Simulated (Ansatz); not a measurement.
## Response to strain in BN

Take BN in the zinc blende structure (space group F-43m, No. 216; a = 3.610 Å) as the base. Axes: x, y, z lie along the cube axes.

Strains are applied to the cell and any free atomic positions relax.

The values are results of Kohn–Sham DFT with the r2SCAN functional, run in Ansatz (a quantum-chemistry and plane-wave program) with PAW and 500 eV plane waves, no spin-orbit coupling, not measurements.

Notes on the quantities. energy relative to the base: free energy F.

```tsv
uniaxial strain ε_zz (%)	energy relative to the base (meV/atom)
0	0.0
0.5	0.4
1	1.5
1.5	3.4
2	?
2.5	9.3
3	13.3
```

### Question
Fit ΔE = Aε² + Bε³ (ε in %) to the rows shown and predict the withheld row.

### Answer
Least squares on the printed values gives A = 1.54 and B = -0.020 meV/atom (largest residual 0.0 meV/atom); this predicts 6.0 meV/atom, and the run gives 6.0 meV/atom, in agreement.

Stability against distortions was not tested.
